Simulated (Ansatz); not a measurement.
Start from InSb in the zinc blende structure (space group F-43m, No. 216).

```
InSb
1.0
    0.00000     3.27796     3.27796
    3.27796     0.00000     3.27796
    3.27796     3.27796     0.00000
Sb In
1 1
Direct
  0.75000   0.75000   0.75000
  0.00000   0.00000   0.00000
```

Cartesian axes are those of the cell as printed.

The values are results of r2SCAN/PAW in Ansatz (a first-principles code), no spin-orbit coupling, not measurements.

Before the change:

- Shortest interatomic distance: 5.365 bohr
- Pressure: 0.0 GPa

Perturbation: uniaxial strain ε_xx = −1.16 %, all other strain components held at zero, atoms relaxed at fixed cell.

Question: How does this affect the energy relative to the base, shortest interatomic distance and pressure?

Answer: The energy increases by 1.0 meV/atom; the shortest interatomic distance falls by 0.021 bohr to 5.344 bohr; the pressure (mean of the normal stresses, compression positive) goes from zero to 0.5 GPa.

No phonon test of stability was made. All final runs are without spin polarisation. Gaps under 0.05 eV, about the width of the smearing, are given as zero.
